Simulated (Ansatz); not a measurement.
The parent structure is MgS in the rock salt structure (space group Fm-3m, No. 225; a = 5.1820 Å).

It is then changed as follows: full substitution S → Se, then cell and atoms are relaxed.

Levels (all Ansatz, a quantum-chemistry and plane-wave program, PAW): PBEsol (420 eV, no spin-orbit coupling); r2SCAN (500 eV, spin-orbit coupling left out); HSE06 (420 eV, no spin-orbit coupling).

At the geometry relaxed with PBEsol, these levels gave the following band gaps, in shuffled order: (a) 1.78 eV, (b) 2.50 eV, (c) 2.68 eV.

Problem. Match each gap to its level.

Solution. (a) PBEsol; (b) r2SCAN; (c) HSE06.

Single points use the geometry relaxed with PBEsol. HSE06 was sampled on its mesh, a few special points and the semilocal edge points, so its gap is an upper bound. Whether these cells are dynamically stable was not tested.
